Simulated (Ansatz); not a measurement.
**Effect of isotropic strain −5.83 % on CsSnI3**

Consider CsSnI3 in the cubic perovskite structure (space group Pm-3m, No. 221; a = 6.225 Å).

Perturbation: an isotropic linear strain of −5.83 %; the atoms relax in the strained cell.

The values are results of r2SCAN, PAW, 500 eV (Ansatz, a first-principles code; no spin-orbit coupling), earlier PAW set, not measurements. Settings: 6×6×6 k-points, 0.05 eV Fermi–Dirac smearing.

The volume per atom drops by 7.96 Å³ (48.25 Å³ → 40.29 Å³) and the space group is still Pm-3m (No. 221). The shortest interatomic distance drops by 0.1815 Å (3.113 Å → 2.931 Å) and the energy increases by 99 meV/atom. The band gap changes from 0.46 eV to zero.

A case with no gap was solved on a k-mesh chosen for an insulator, which is coarse for it. With I present, leaving out spin-orbit coupling can change the band edges. Whether these cells are dynamically stable was not tested. All final runs are without spin polarisation. Many cubic perovskites are stable only at high temperature; tilts and polar distortions were not tested. The zero or small gap of CsSnI3 under isotropic strain −5.83 % can change with the level of theory.
